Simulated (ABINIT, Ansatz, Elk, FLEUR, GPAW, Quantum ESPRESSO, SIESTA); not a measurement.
## YSb (Fm-3m, 2 atoms in the cell) computed with different codes at matched settings

Self-consistent single point, at a second geometry (lattice scaled by 0.98). First geometry:

```
CELL_PARAMETERS angstrom
      0.00000     3.10579     3.10579
      3.10579     0.00000     3.10579
      3.10579     3.10579     0.00000
ATOMIC_POSITIONS crystal
  Y  0.50000 0.50000 0.50000
  Sb 0.00000 0.00000 0.00000
```

Shared settings, as Ansatz (a first-principles code) writes them: kpoints.mp_grid.grid = 12 12 12; scf.occupations.method = fermi_dirac; scf.occupations.width = 0.1 eV. Potentials and cutoffs stand in the table.

| code | model | ΔF from the first geometry (meV/atom) | pressure (GPa) | cutoff |
|---|---|---|---|---|
| ABINIT | LDA (PW92), norm-conserving pseudopotentials (PseudoDojo nc-sr-04 LDA standard) | -30.7 | -0.94 | 42 Ha |
| Elk | LDA (PW92), all-electron FP-LAPW, Elk's shipped species files, LAPW+lo basis | -35.1 | – | rgkmax 7.5 |
| SIESTA | LDA PW92, numerical atomic orbitals DZP, PseudoDojo LDA standard norm-conserving potentials (rewritten from UPF to PSML) | -36.0 | -1.28 | grid 350 Ry |
| FLEUR | LDA (Perdew-Zunger), all-electron FLAPW (FLEUR), scalar-relativistic valence | -29.4 | – | Kmax 4 1/bohr |
| GPAW | LDA (Perdew-Wang 92), GPAW PAW datasets LDA (gpaw-data 1.0.1) | -32.8 | -1.21 | 600 eV |
| Quantum ESPRESSO | LDA (PZ), GBRV 1.5 ultrasoft (LDA) pseudopotentials | -30.4 | -0.98 | 40 Ry |
| Ansatz | LDA (PW92), PAW files made with PBE | -30.6 | -0.93 | 420 eV |

A dash marks a value that a program does not give, or that is left out as unsure.

On Ansatz's run: spin-orbit coupling is off.

The spread over the programs that give each value: ΔF from the first geometry within 6.6 meV/atom; pressure within 0.35 GPa.

SIESTA uses small atom-centred bases, whose incompleteness enters pressures, forces and empty levels differently from a plane-wave cutoff. Elk and FLEUR treat all electrons, but the usual bases taken here (sphere radii, linearisation, local orbitals, empty states) were not tested for convergence, so the values are no reference for the others. Ansatz's pressure is given at a fixed set of plane waves, as the other plane-wave codes print theirs. The same LDA comes in different parametrisations, which differ slightly.

The starting cell comes from a database of computed structures (which also holds hypothetical and non-ambient phases and stackings), without a prior relaxation at this level. For this run, on top of that: lattice scaled by 0.98.

Keys are those of Ansatz 0.2.
